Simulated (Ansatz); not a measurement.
These are PBE (plane waves to 420 eV, PAW; Ansatz, a first-principles code) values and carry that method's errors.

Plane-averaged electrostatic potential energy along the normal, in eV from the Fermi level, for a constructed model of the (110) surface of bcc W, a cell of two sites (a+b, b-a) surface alloy, Pt on one W site of the top plane (bottom of the slab: a bare face, its two planes held):

(z (Å), V (eV)): (3.72, 4.90); (4.01, 4.90); (4.30, 4.89); (4.58, 4.89); (4.87, 4.87); (5.16, 4.85); (5.44, 4.80); (5.73, 4.70); (6.02, 4.49); (6.30, 4.08); (6.59, 3.26); (6.88, 1.65); (7.16, -1.50); (7.45, -7.94); (7.73, -15.78); (8.02, -20.85); (8.31, -20.80); (8.59, -15.69); (8.88, -8.04); (9.17, -2.91); (9.45, -3.46); (9.74, -9.52); (10.03, -17.21); (10.31, -21.70); (10.60, -20.83); (10.89, -15.01); (11.17, -7.27); (11.46, -2.83); (11.74, -4.10); (12.03, -10.63); (12.32, -18.02); (12.60, -21.79); (12.89, -20.15); (13.18, -13.83); (13.46, -6.26); (13.75, -2.65); (14.04, -4.83); (14.32, -11.90); (14.61, -18.94); (14.90, -21.89); (15.18, -19.36); (15.47, -12.52); (15.76, -5.22); (16.04, -2.49); (16.33, -5.40); (16.61, -12.76); (16.90, -19.55); (17.19, -22.00); (17.47, -18.99); (17.76, -11.97); (18.05, -5.10); (18.33, -3.40); (18.62, -8.04); (18.91, -15.99); (19.19, -21.48); (19.48, -21.33); (19.77, -15.50); (20.05, -6.91); (20.34, -0.41); (20.62, 2.39); (20.91, 3.68); (21.20, 4.29); (21.48, 4.58); (21.77, 4.72); (22.06, 4.78); (22.34, 4.81); (22.63, 4.83); (22.92, 4.84); (23.20, 4.84); (23.49, 4.84); (23.78, 4.84)

Set-up: 12 atoms, 11.2 Å thick at the start with caps and adatoms (thin: gaps and levels are the slab's own); mesh 12x8x1; 0.1 eV smearing; dipole correction on; 4 atoms held, the rest relaxed; symmetry of the start imposed; no spin, no spin-orbit, no U. It is one candidate, not shown to be the stable structure of the face.

The vacuum level lies 4.84 eV above the Fermi level over the top face and 4.90 eV above it under the bottom face.
